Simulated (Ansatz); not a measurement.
Surface energy of faces of bcc Ta in PBE and in RPBE, in Ansatz (plane waves, PAW). Symmetric slabs relaxed with PBE from ideal cuts in 1x1 cells (the lowest computed cut and spin start of each face; real faces may reconstruct in larger cells); RPBE values are single points on them, with the bulk at the same level. No spin-orbit coupling, no U.

| face | PBE (J/m²) | RPBE (J/m²) |
|---|---|---|
| (100) | 2.55 | 2.39 |
| (110) | 2.38 | 2.24 |
| (111) | 2.74 | 2.60 |
| (210) | 2.55 | 2.39 |
| (211) | 2.70 | 2.56 |
| (221) | 2.66 | 2.51 |
| (320) | 2.50 | ? |
| (322) | 2.72 | 2.58 |
| (332) | 2.68 | 2.53 |

**Question.** Fit a straight line y = a·x + b by least squares to the 8 complete rows (x: PBE (J/m²); y: RPBE (J/m²)).

**Answer.** the means are x̄ = 2.6225 and ȳ = 2.4750; Σ(x − x̄)² = 0.10335 and Σ(x − x̄)(y − ȳ) = 0.10530, so a = 1.019 and b = ȳ − a·x̄ = -0.197. The largest residual is 0.012.

**Question.** What does the line predict for the withheld row, (320), and what did the calculation give?

**Answer.** the line gives 2.35; the calculation gave 2.36, a miss of 0.01, of the size of the fitted rows' scatter and rounding.

Ansatz is an electronic-structure program.
